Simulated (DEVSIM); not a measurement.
System: Schottky contact on p-type CdTe, at 350 K.

```
layer (left to right)  material  thickness (μm)  Na (cm⁻³)  τn (s)  τp (s)
---------------------  --------  --------------  ---------  ------  ------
1                          CdTe            2.30     3.3e15   9e-10   9e-10
2                          CdTe            15.0     1.4e18   9e-10   9e-10
```

Left contact: Schottky, work function 4.8 eV, emission velocity 4.8e6 cm/s. Right contact: ohmic. Voltage is applied to the left contact. Recombination: SRH at mid-gap, radiative. Mobility is μmin + (μ − μmin)/(1 + (N/Nref)^α).

This is a model device: material constants are rounded textbook-type values typed into the input, and sizes, dopings and lifetimes were drawn at random. Values at 300 K; Nc and Nv go as T^1.5, mobilities as T to minus their exponent, the gap by Varshni's rule with the affinity fixed.

```
parameter            CdTe
----------------  -------
gap (eV)              1.5
affinity (eV)        4.28
permittivity         10.2
Nc (cm⁻³)            8e17
Nv (cm⁻³)          1.8e19
μn (cm²/Vs)          1000
μp (cm²/Vs)            80
μn,min                100
μp,min                 10
Nref,n               1e17
Nref,p               1e17
αn                    0.6
αp                    0.6
T exponent of μn      1.7
T exponent of μp      1.5
B (cm³/s)           1e-10
Varshni α (eV/K)  0.00031
Varshni β (K)         108
```

DEVSIM, 1D drift-diffusion, Boltzmann statistics, complete ionisation; no tunnelling, impact ionisation, image-force lowering or self-heating. Metal contacts follow the ideal Schottky-Mott rule: no Fermi-level pinning, no interface dipoles.

Question: Tabulate band edges, carrier densities and field at zero bias.

Answer: Energies count from the Fermi level of the right contact; mesh points crowd at the junctions.

| x (μm) | Ec (eV) | Ev (eV) | n (cm⁻³) | p (cm⁻³) | field (V/cm) |
|---|---|---|---|---|---|
| 0.000 | 0.520 | -0.965 | 3.3e10 | 280000 | 28000 |
| 0.03224 | 0.607 | -0.878 | 1.8e9 | 5100000 | 26000 |
| 0.1068 | 0.786 | -0.700 | 4900000 | 1.9e9 | 22000 |
| 0.2676 | 1.059 | -0.426 | 560 | 1.7e13 | 12000 |
| 0.8695 | 1.219 | -0.267 | < 1e2 | 3.3e15 | 13 |
| 1.653 | 1.219 | -0.266 | < 1e2 | 3.3e15 | ≈ 0 |
| 2.034 | 1.221 | -0.265 | < 1e2 | 3.5e15 | 240 |
| 2.226 | 1.248 | -0.238 | < 1e2 | 8.6e15 | 4800 |
| 2.282 | 1.304 | -0.181 | < 1e2 | 5.6e16 | 22000 |
| 2.308 | 1.398 | -0.087 | < 1e2 | 1.3e18 | 9000 |
| 2.351 | 1.401 | -0.084 | < 1e2 | 1.4e18 | ≈ 0 |
| 2.502 | 1.401 | -0.084 | < 1e2 | 1.4e18 | ≈ 0 |
| 2.806 | 1.401 | -0.084 | < 1e2 | 1.4e18 | ≈ 0 |
| 3.522 | 1.401 | -0.084 | < 1e2 | 1.4e18 | ≈ 0 |
| 6.171 | 1.401 | -0.084 | < 1e2 | 1.4e18 | ≈ 0 |
| 10.66 | 1.401 | -0.084 | < 1e2 | 1.4e18 | ≈ 0 |
| 14.49 | 1.401 | -0.084 | < 1e2 | 1.4e18 | ≈ 0 |
| 16.12 | 1.401 | -0.084 | < 1e2 | 1.4e18 | ≈ 0 |
| 16.94 | 1.401 | -0.084 | < 1e2 | 1.4e18 | ≈ 0 |
| 17.16 | 1.401 | -0.084 | < 1e2 | 1.4e18 | ≈ 0 |
| 17.25 | 1.401 | -0.084 | < 1e2 | 1.4e18 | ≈ 0 |
| 17.30 | 1.401 | -0.084 | < 1e2 | 1.4e18 | ≈ 0 |
